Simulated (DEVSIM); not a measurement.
System: abrupt GaAs p-n junction, at 300 K.

```csv
layer (left to right),material,thickness (μm),Nd (cm⁻³),Na (cm⁻³),τn (s),τp (s)
1,GaAs,24.0,-,5.2e15,1.5e-8,1.5e-8
2,GaAs,150,1.1e16,-,1.5e-8,1.5e-8
```

Left contact: ohmic. Right contact: ohmic. Voltage is applied to the left contact. Recombination: SRH at mid-gap, radiative, Auger. Mobility is μmin + (μ − μmin)/(1 + (N/Nref)^α).

The device is made up for the run: typed textbook-type constants, with dimensions and the other settings drawn at random. Values at 300 K.

| parameter | GaAs |
|---|---|
| gap (eV) | 1.424 |
| affinity (eV) | 4.07 |
| permittivity | 12.9 |
| Nc (cm⁻³) | 4.7e17 |
| Nv (cm⁻³) | 9e18 |
| μn (cm²/Vs) | 8500 |
| μp (cm²/Vs) | 400 |
| μn,min | 500 |
| μp,min | 20 |
| Nref,n | 6e16 |
| Nref,p | 1.5e17 |
| αn | 0.39 |
| αp | 0.38 |
| B (cm³/s) | 2e-10 |
| Cn (cm⁶/s) | 1e-30 |
| Cp (cm⁶/s) | 1e-30 |

Model (solved in DEVSIM): 1D drift-diffusion, Boltzmann statistics, complete ionisation; no tunnelling, impact ionisation, image-force lowering or self-heating.

The doping Nd of layer 2 was swept, all else fixed.

```
doping Nd of layer 2 (cm^-3)  dark forward voltage at 1 A/cm² (V)  potential step across the device at zero bias (V)  largest field in the device at zero bias (V/cm)
----------------------------  -----------------------------------  -------------------------------------------------  -----------------------------------------------
3.3e14                                                      1.009                                              1.044                                             9400
1.1e15                                                      0.997                                              1.075                                            16000
3.3e15                                                      0.998                                              1.103                                            24000
1.1e16                                                      0.999                                              1.134                                            33000
3.3e16                                                      0.999                                              1.163                                            37000
1.1e17                                                      0.999                                              1.194                                            40000
```

From the first row to the last the dark forward voltage at 1 A/cm² goes from 1.009 to 0.999. From the first row to the last the potential step across the device at zero bias goes from 1.044 to 1.194.
